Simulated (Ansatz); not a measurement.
**SiC with two functionals, isotropic strain +4.04 %**

Start from SiC (space group P6_3mc, No. 186; a = 3.094 Å, c = 10.129 Å).

(Cell as relaxed with PBE.)

Levels (all Ansatz, a first-principles code, PAW, earlier PAW set): PBE (420 eV, no spin-orbit coupling); r2SCAN (500 eV, no spin-orbit coupling).

Each level relaxes its own structure.

| base | PBE | r2SCAN |
|---|---|---|
| volume per atom | 10.50 Å³ | 10.33 Å³ |
| lattice parameter a | 3.094 Å | 3.078 Å |
| band gap | 2.22 eV | 2.60 eV |

The change: an isotropic linear strain of +4.04 %, atoms relaxed at fixed cell.

| quantity | PBE | r2SCAN |
|---|---|---|
| band gap | 2.18 eV | ___ |
| smallest direct gap | 3.26 eV | ___ |
| shift of the gap caused by the change | -0.04 eV | ___ |

Q: Given the PBE results, estimate those of r2SCAN.

A: 
- band gap, r2SCAN: 2.53 eV
- smallest direct gap, r2SCAN: 3.67 eV
- shift of the gap caused by the change, r2SCAN: -0.07 eV

PBE's band gap lies 0.344 eV below r2SCAN's; PBE's smallest direct gap lies 0.41 eV below r2SCAN's; PBE's shift of the gap caused by the change lies 0.03 eV above r2SCAN's. Neither level is exact; r2SCAN is the comparison here, not a measurement.

Stability against distortions was not tested.
